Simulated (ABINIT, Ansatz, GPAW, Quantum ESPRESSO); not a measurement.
One structure in several programs: Al3Sc (Pm-3m, 4 atoms in the cell)

Self-consistent single point.

```xyz
4
Lattice="4.0258 0.0000 0.0000 0.0000 4.0258 0.0000 0.0000 0.0000 4.0258" Properties=species:S:1:pos:R:3 pbc="T T T"
Sc     0.0000     0.0000     0.0000
Al     0.0000     2.0129     2.0129
Al     2.0129     0.0000     2.0129
Al     2.0129     2.0129     0.0000
```

Shared settings, as Ansatz (an electronic-structure program) writes them: kpoints.mp_grid.grid = 5 5 5; scf.occupations.method = fermi_dirac; scf.occupations.width = 0.01 Ry. Potentials and cutoffs stand in the table.

```json
[
 {"code": "Ansatz", "model": "PBE, default PAW files", "pressure (GPa)": "5.71", "cutoff": "default"},
 {"code": "ABINIT", "model": "PBE, norm-conserving pseudopotentials (PseudoDojo nc-sr-05 PBE standard)", "pressure (GPa)": "5.55", "cutoff": "39 Ha"},
 {"code": "GPAW", "model": "PBE, GPAW PAW datasets PBE (gpaw-data 1.0.1)", "pressure (GPa)": "5.83", "cutoff": "800 eV"},
 {"code": "Quantum ESPRESSO", "model": "PBE, PSlibrary PAW (PBE) pseudopotentials", "pressure (GPa)": "5.43", "cutoff": "55 Ry"}
]
```

The spread over the programs that give each value: pressure within 0.40 GPa.

Ansatz's pressure is given at a fixed set of plane waves, as the other plane-wave codes print theirs; with its correction for the finite basis it is 5.77 GPa.

On the base mesh (7 7 7) the same programs gave: Ansatz pressure 5.77 GPa; Quantum ESPRESSO pressure 5.49 GPa; ABINIT pressure 5.61 GPa; GPAW pressure 5.89 GPa.

The starting cell has typed, rounded lattice constants, without a prior relaxation at this level. Its lattice was rescaled by a random factor within 2.5 % of one.

Left out of this page: CP2K (on another mesh); Elk (not drawn, or without a comparable value).

Keys are those of Ansatz 0.2.
